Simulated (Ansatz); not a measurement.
A computed series for MoSe2: pressure series

Take MoSe$_{2}$ in the 2H-MoS2 type structure (space group P6_3/mmc, No. 194; a = 3.277 Å, c = 12.731 Å; layered, stacked along the Cartesian z axis) as the base.

Cell and atoms are relaxed at each pressure.

Method: Kohn–Sham DFT with the PBE-D3(BJ) functional, run in Ansatz (a quantum-chemistry and plane-wave program) with PAW and 420 eV plane waves, scalar-relativistic without spin-orbit coupling, earlier PAW set.

Notes on the quantities. enthalpy: H = E + PV relative to the base's energy.

| change | enthalpy | band gap | density |
|---|---|---|---|
| base | – | 0.74 eV | 7.12 g/cm³ |
| pressure −2 GPa | -0.25 eV/atom | ___ | 6.69 g/cm³ |
| pressure −1 GPa | -0.12 eV/atom | 0.83 eV | 6.95 g/cm³ |
| pressure 3 GPa | +0.36 eV/atom | 0.57 eV | 7.49 g/cm³ |
| pressure 7 GPa | +0.82 eV/atom | 0.41 eV | 7.84 g/cm³ |
| pressure 15 GPa | +1.68 eV/atom | ___ | 8.37 g/cm³ |
| pressure 30 GPa | +3.18 eV/atom | zero | 9.13 g/cm³ |
| pressure 50 GPa | +5.02 eV/atom | zero | 9.93 g/cm³ |
| pressure 75 GPa | +7.14 eV/atom | zero | 10.72 g/cm³ |
| pressure 100 GPa | +9.13 eV/atom | zero | 11.38 g/cm³ |

Problem. What belongs in the blanks?

Solution. 
- pressure −2 GPa, band gap: 0.97 eV
- pressure 15 GPa, band gap: 0.16 eV

The mesh was chosen for an insulator and is coarse for the gapless case. Load acts through the strain it causes; cell and atoms are relaxed under it. Stability against distortions was not tested. No other phases were tried under pressure. The final runs are not spin-polarised. A zero or small gap of MoSe2 under pressure 15 GPa and MoSe2 under pressure 30 GPa can be the functional's error rather than a property of the material.
